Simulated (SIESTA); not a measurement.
Worked example: self-consistent single point of BaHfO3 (Pm-3m, 5 atoms in the cell) in SIESTA.

Method of the run: SIESTA with GGA PBE, numerical atomic orbitals DZP, PseudoDojo PBE standard norm-conserving potentials (rewritten from UPF to PSML).

The change in words: lattice scaled by 0.98. Reference geometry:
```xyz
5
Lattice="4.1225 0.0000 0.0000 0.0000 4.1225 0.0000 0.0000 0.0000 4.1225" Properties=species:S:1:pos:R:3 pbc="T T T"
Ba     0.0000     0.0000     0.0000
Hf     2.0612     2.0612     2.0612
O      2.0612     0.0000     2.0612
O      0.0000     2.0612     2.0612
O      2.0612     2.0612     0.0000
```

Reference input (self-consistent single point, DFT, GGA PBE, numerical atomic orbitals DZP, PseudoDojo PBE standard norm-conserving potentials (rewritten from UPF to PSML)): XC.functional = GGA; XC.authors = PBE; potentials = PseudoDojo PBE standard; PAO.BasisSize = DZP; PAO.EnergyShift = 0.01 Ry; MeshCutoff = 400 Ry; kgrid.MonkhorstPack = 6 6 6; OccupationFunction = FD; ElectronicTemperature = 20 meV; MaxSCFIterations = 150; SCF.Mixer.Method = Pulay; SCF.Mixer.Weight = 0.2. This run's input differs from it in these lines:

```diff
@@ -11,3 +11,3 @@
 %endblock ChemicalSpeciesLabel
-LatticeConstant              4.122462 Ang
+LatticeConstant              4.040013 Ang
 %block LatticeVectors
```

Output, abridged:

```
        iscf     Eharris(eV)        E_KS(eV)     FreeEng(eV)     dDmax    Ef(eV) dHmax(eV)
   scf:    1    -3617.551615    -3645.499945    -3645.499945  1.298050 -4.983317  8.805728
   scf:    2    -3655.621597    -3651.284104    -3651.284104  0.359893 -6.005751  4.714533
   scf:    3    -3653.210345    -3652.798048    -3652.798048  0.314589 -4.377296  1.017311
   scf:    4    -3652.817978    -3652.821911    -3652.821911  0.076248 -4.635744  0.666075
   scf:    5    -3652.817369    -3652.833753    -3652.833753  0.038498 -4.982754  0.353737
   scf:    6    -3652.840567    -3652.840691    -3652.840691  0.007046 -4.827554  0.111653
   scf:    7    -3652.840811    -3652.840753    -3652.840753  0.000994 -4.827538  0.109145
   scf:    8    -3652.841257    -3652.841086    -3652.841086  0.005232 -4.863882  0.005205
   scf:    9    -3652.841088    -3652.841087    -3652.841087  0.000074 -4.865616  0.000129
SCF Convergence by DM+H criterion
max |DM_out - DM_in|         :     0.0000742670
max |H_out - H_in|      (eV) :     0.0001294627
SCF cycle converged after 9 iterations

Using DM_out to compute the final energy and forces

siesta: E_KS(eV) =            -3652.8411

siesta: E_KS - E_eggbox =     -3652.8411

siesta: Atomic forces (eV/Ang):
     1   -0.000000   -0.000000   -0.000000
     2    0.000000   -0.000000   -0.000000
     3    0.000000    0.000000   -0.000000
     4   -0.000000   -0.000000   -0.000000
     5   -0.000000   -0.000000    0.000000
   Tot    0.000000   -0.000000   -0.000000
   Max    0.000000
   Res    0.000000    sqrt( Sum f_i^2 / 3N )
   Max    0.000000    constrained

Stress tensor Voigt[x,y,z,yz,xz,xy] (kbar):     -260.22     -260.22     -260.22        0.00        0.00        0.00
   [... lines left out ...]
siesta: FreeEng =     -3652.841087
   [... lines left out ...]
siesta:    -0.162418    0.000000    0.000000
siesta:     0.000000   -0.162418    0.000000
siesta:     0.000000    0.000000   -0.162418

siesta: Cell volume =         65.939901 Ang**3

siesta: Pressure (static):
siesta:                Solid            Molecule  Units
siesta:           0.00176895          0.00176895  Ry/Bohr**3
siesta:           0.16241787          0.16241787  eV/Ang**3
siesta:         260.22211940        260.22211940  kBar
```

The run converged in 9 iterations. Against the reference run the free energy goes up by 94.4 meV/atom, the pressure goes from 11.51 to 26.02 GPa and the gap on the mesh goes from 3.693 to 3.793 eV.

The starting cell has typed, rounded lattice constants, without a prior relaxation at this level. Its lattice was rescaled by a random factor within 2.5 % of one. For this run, on top of that: lattice scaled by 0.98. Spin-orbit coupling is off. Values carry the incompleteness of an atom-centred basis. The basis of the alkali or alkaline-earth atoms may lack their empty d shell, which can raise the gap. With a pressure of about 26 GPa the cell is away from its equilibrium volume at this level.
